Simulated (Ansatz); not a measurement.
Base system: BaZrO3 in the cubic perovskite structure (space group Pm-3m, No. 221; a = 4.227 Å).

Computed with PBE (Ansatz, a quantum-chemistry and plane-wave program), scalar-relativistic without spin-orbit coupling, earlier PAW set.

Base values:

The band gap is 3.19 eV and the density is 6.08 g/cm³.

It is then changed as follows: a hydrostatic pressure of 3 GPa.

Task: What does the calculation give for the band gap and density after the change?

Result: The band gap increases by 0.046 eV to 3.23 eV; the density grows by 0.12 g/cm³ to 6.20 g/cm³.

Load acts through the strain it causes; cell and atoms are relaxed under it. Semilocal Kohn–Sham gaps tend to fall short of experiment. No phonon test of stability was made.
